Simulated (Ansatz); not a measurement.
**C (model structure, Fd-3m, No. 227, 2 atoms in the cell)**

The numbers are results of r²SCAN (Ansatz, a first-principles code, plane waves, PAW), not measurements.

Run with plane-wave cutoff 560 eV, 34×34×34 k mesh, Fermi–Dirac smearing 0.05 eV, scalar-relativistic PAW data made under PBE.

Cell (relaxed at this level):

```xyz
2
Lattice="-1.2587 1.2587 1.7801 1.2587 -1.2587 1.7801 1.2587 1.2587 -1.7801" Properties=species:S:1:pos:R:3 pbc="T T T"
C      0.0000     0.0000     0.0000
C      0.0000     1.2587     0.8900
```

```yaml
band_gap: 4.36 eV (on the SCF k mesh)
bulk modulus B0: 452 GPa
```

Note: the bulk modulus is −V dP/dV from two relaxed cells at ±2 % in volume.

Computed values are for the static lattice.

A model structure was made by putting elements into a prototype or built by hand; here it ended with the formula and space group of a phase in our tables.
